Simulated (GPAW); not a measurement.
**Refining one setting for SrAl2B2O7 (R32, 12 atoms in the cell)**

```yaml
crystal:
  lattice:
    - [2.47148, 1.42691, 8.12569]
    - [-2.47148, 1.42691, 8.12569]
    - [0.00000, -2.85382, 8.12569]
  atoms:
    - { symbol: Sr, position: [0.00000, 0.00000, 0.00000] }
    - { symbol: Al, position: [0.43065, 0.43065, 0.43065] }
    - { symbol: Al, position: [0.56935, 0.56935, 0.56935] }
    - { symbol: B, position: [0.26468, 0.26468, 0.26468] }
    - { symbol: B, position: [0.73532, 0.73532, 0.73532] }
    - { symbol: O, position: [0.03639, 0.48683, 0.67526] }
    - { symbol: O, position: [0.67526, 0.03639, 0.48683] }
    - { symbol: O, position: [0.48683, 0.67526, 0.03639] }
    - { symbol: O, position: [0.32474, 0.51317, 0.96361] }
    - { symbol: O, position: [0.51317, 0.96361, 0.32474] }
    - { symbol: O, position: [0.96361, 0.32474, 0.51317] }
    - { symbol: O, position: [0.50000, 0.50000, 0.50000] }
```

Level of theory: LDA (Perdew-Wang 92), GPAW PAW datasets LDA (gpaw-data 1.0.1) (plane waves; GPAW).

The starting cell comes from a database of computed structures (which also holds hypothetical and non-ambient phases and stackings), without a prior relaxation at this level.

Held fixed: mode = pw; xc = LDA; kpts = 3 3 3; mesh shift (steps) = 0 0 0; occupations.name = fermi-dirac; occupations.width = 0.01 eV; nbands = -8; convergence.bands = -6; symmetry.symmorphic = false; symmetry.tolerance = 0.0005; maxiter = 120.

ΔF is the free energy per atom less that of the last row (1235 eV).

```csv
ecut,ΔF (meV/atom),pressure (GPa),largest force (eV/Å),gap on the mesh (eV),plane waves,iterations
380 eV,1484.4,-62.40,0.444,4.285,2923,23
475 eV,387.0,-25.34,0.254,4.413,4047,26
570 eV,(withheld),-11.22,0.290,4.438,5336,24
665 eV,18.2,-6.69,0.299,4.442,6713,23
760 eV,(withheld),-5.45,0.295,4.442,8203,23
855 eV,1.67,-5.20,0.292,4.442,9819,23
950 eV,1.12,–,0.294,4.442,11477,25
1090 eV,0.49,-5.19,0.294,4.441,14057,24
1235 eV,0.00,-5.18,0.295,4.442,16964,24
```

Q: Some entries are withheld; supply them.

A: 
- 570 eV, ΔF (meV/atom): 88.3
- 760 eV, ΔF (meV/atom): 4.1
